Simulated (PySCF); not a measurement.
PySCF 2.14.0, CCSD (frozen core)/cc-pvdz: NCC1=CC[SiH2]1, 15 atoms. The geometry is a generated start, not checked to be a minimum at this level.

| Property | Result |
|---|---|
| task | ccsd |
| basis | cc-pvdz |
| two-electron scheme | exact four-centre integrals |
| frozen core | true |
| mf.init_guess | minao (default) |
| mf.DIIS | CDIIS (default) |
| mf.diis_space | 8 (default) |
| mf.conv_tol | 1e-09 (default) |
| basis functions (reference run) | 133 |

On 4 threads, 1 BLAS thread. Build: conda-forge: OpenMP (GNU), OpenBLAS with its own threads, libcint, Libxc. Single runs; times are not shown.

Values of mol.max_memory tried: 8000 MB, 4000 MB, 2000 MB, 1000 MB, 500 MB, 300 MB, 200 MB.

Q: What happens as the memory setting falls?

A: It runs down to 200 MB, the lowest tried, with the same result. At 8000 MB: SCF integrals in memory, transformation in memory. From 2000 MB down: SCF integrals in memory, transformation through a file. From 300 MB down: direct SCF, transformation through a file.

| mol.max_memory | path | peak memory |
|---|---|---|
| 8000 MB | SCF integrals in memory, transformation in memory | 1.7 GiB |
| 4000 MB | SCF integrals in memory, transformation in memory | 1.7 GiB |
| 2000 MB | SCF integrals in memory, transformation through a file | 1.9 GiB |
| 1000 MB | SCF integrals in memory, transformation through a file | 1.9 GiB |
| 500 MB | SCF integrals in memory, transformation through a file | 1.9 GiB |
| 300 MB | direct SCF, transformation through a file | 1.6 GiB |
| 200 MB | direct SCF, transformation through a file | 1.6 GiB |

Peak memory is the kernel's count for the largest process, libraries included and scratch files not. The peak passes the setting at 2000 MB, 1000 MB, 500 MB, 300 MB, 200 MB: it is no hard cap.
